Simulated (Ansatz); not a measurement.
Here is the system:

End structure of Cl on the 1x1 (111) surface of fcc Ag, one in a 2x1 cell, started at the site 'hollow Ag-Ag-Ag over Ag at depth 2.4 Å':

```
CELL_PARAMETERS angstrom
      5.86677     0.00000     0.00000
     -1.46669     2.54038     0.00000
      0.00000     0.00000    26.50000
ATOMIC_POSITIONS crystal
  Ag 0.16667 0.66667 0.36572
  Ag 0.66667 0.66667 0.36572
  Ag 0.33333 0.33333 0.45551
  Ag 0.83333 0.33333 0.45551
  Ag 0.00113 0.00113 0.54467
  Ag 0.49987 0.99987 0.54572
  Ag 0.17440 0.67440 0.63486
  Ag 0.66236 0.66236 0.63365
  Cl 0.96455 0.96455 0.70977
```

Model: 9-atom slab, 7.1 Å thick at the start under the adsorbate (thin: gaps and levels are the slab's own), 6x12x1 mesh, Fermi-Dirac 0.1 eV, dipole correction, 4 atoms held, the rest relaxed; held to the start's symmetry, so lower structures may exist; no spin, no spin-orbit, no U, no dispersion correction. At the end it is bonded to 3 Ag. In PBE it is, or lies within 0.03 eV of, the lowest of the starts that converged.

A negative adsorption energy means that the adsorbate is more stable on the surface than in its reference.

**Question.** Give the adsorption energy against ½ Cl2(g) at the level PBE (Ansatz, an electronic-structure program).

**Answer.** -0.93 eV

**Question.** Estimate the work function of the top face that PBE returns for this input.

**Answer.** 6.19 eV

**Question.** Estimate the change of the step from the bottom to the top vacuum level, against the clean slab that PBE returns for this input.

**Answer.** 1.76 eV

**Question.** What change of the work function does PBE give?

**Answer.** 1.75 eV
